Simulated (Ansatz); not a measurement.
The starting structures come from a database of crystals and need not be the phases stable at ambient conditions.

Inside the gap of an insulator the Bloch states are evanescent, with a wavenumber k + iκ along the transport direction.

```yaml
crystal:
  lattice:
    - [5.65912, 0.00000, 0.00000]
    - [0.59968, 7.76518, 0.00000]
    - [-2.52972, 3.88259, 2.67545]
  atoms:
    - { symbol: Zn, position: [0.43186, 0.71593, 0.00000] }
    - { symbol: Zn, position: [0.43186, 0.21593, 0.00000] }
    - { symbol: Sn, position: [0.99632, 0.99816, 0.00000] }
    - { symbol: Sn, position: [0.99632, 0.49816, 0.00000] }
    - { symbol: O, position: [0.18009, 0.10723, 0.28567] }
    - { symbol: O, position: [0.89442, 0.39290, 0.39429] }
    - { symbol: O, position: [0.50013, 0.78719, 0.32004] }
    - { symbol: O, position: [0.89442, 0.89290, 0.71433] }
    - { symbol: O, position: [0.50013, 0.28719, 0.60571] }
    - { symbol: O, position: [0.18009, 0.60723, 0.67996] }
```

Space group of this cell: R3c. The cell is taken as given; by PBEsol its mean pressure is -7.1 GPa.

Transport runs along the normal of the first two printed cell vectors, the (110) plane of the conventional cell.

The gap is the functional's own, uncorrected, and κ follows it; spin-orbit coupling is left out. Mid-gap values are interpolated between the computed energies.

Problem. Estimate the band gap and the smallest decay constant κ at mid-gap that PBEsol (Ansatz, a quantum-chemistry and plane-wave program) returns for this system.

Solution. Gap 0.99 eV on a 12×12×12 mesh; κ = 0.129 1/Å, at the zone centre.
